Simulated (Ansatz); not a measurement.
An Ansatz (a program for electronic structure) input (DFT with r2SCAN, PAW potentials and a 500 eV plane-wave cutoff in Ansatz, no SOC):

Ansatz 0.2 input:
```yaml
crystal:
  lattice:
    - [0, 2.6327227636, 2.6327227636]
    - [2.6327227636, 0, 2.6327227636]
    - [2.6327227636, 2.6327227636, 0]
  atoms:
    - { symbol: Pt, position: [0, 0, 0] }
    - { symbol: Mg, position: [0.5, 0.5, 0.5] }
basis: { ecutwfc: 500, ecutrho_ratio: 4, xc_grid: 4, fft_grid_basis: typed }
kpoints: { mp_grid: { grid: [15, 15, 15] } }
hamiltonian:
  xc: r2scan
  dispersion: none
  pseudopotentials: { kind: paw }
scf: { occupations: { method: fermi_dirac, width: 0.05 }, convergence: { dr2_threshold: 0.0000000002 } }
output: { forces: true, stress: true }
checkpoint: { write: state.ck, write_every: 1000 }
```

Problem. Which symmetry and how many k-points will the program report, and about how many plane waves at Γ?

Solution. Space group Fm-3m (ITA 225) with 48 operations, k-points 120 of 3375, and 941 plane waves at Γ.

Whether these cells are dynamically stable was not tested. All final runs are without spin polarisation. The cell was made from MgSe by this change: Se → Pt; the result is a hypothetical phase, not in the database extracts checked.
